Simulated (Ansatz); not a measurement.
Cells marked so need not be the phases stable at ambient conditions, and some may be hypothetical.

No gap correction and no spin-orbit coupling; mid-gap values are interpolated between computed energies.

A. MgCdTe2 (P-4m2, not sure to be the ambient phase, 4 atoms a cell, 34.5 Å³ an atom), along the normal of (111)
B. Ba₂ZnF₆ (I4/mmm, not sure to be the ambient phase, 9 atoms a cell, 16.0 Å³ an atom, -5 GPa at this level), along the normal of (110)
C. GaS (P6_3/mmc, not sure to be the ambient phase, 8 atoms a cell, 21.6 Å³ an atom), along the normal of (100)

### Question
Put the candidates in order of mid-gap decay constant of the slowest evanescent state, lowest first, for PBEsol (Ansatz, a first-principles code).

### Answer
A (0.10 1/Å), C (0.16 1/Å), B (0.43 1/Å)
